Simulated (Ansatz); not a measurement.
Base system: GaCuSe₂ in the chalcopyrite structure (space group I-42d, No. 122; a = 5.508 Å, c = 10.962 Å). Axes: x, y, z lie along a, b, c of the conventional cell.

The values are results of LDA, PAW, 420 eV (Ansatz, a first-principles code; scalar-relativistic without spin-orbit coupling), not measurements.

For the base:

Valence-band top at Γ: 0.00, -0.09, -0.09 eV
Width of the top valence band: 1.11 eV

Perturbation: compressive biaxial strain of 1.50 % in the plane normal to [001], as in epitaxy on a mismatched substrate; the out-of-plane cell vector and the atoms relax.

Question: How does this affect the valence-band top at Γ, in-plane stress and width of the top valence band?

Answer: The valence-band top at Γ (three highest levels, from the VBM) goes from 0.00, -0.09, -0.09 eV to 0.00, 0.00, -0.02 eV; the mean in-plane stress (compression positive) amounts to +1.4 GPa; the width of the top valence band drops by 0.05 eV, from 1.11 eV to 1.06 eV.

The levels and masses belong to the bands next to the band gap. No phonon test of stability was made. All final runs are without spin polarisation.
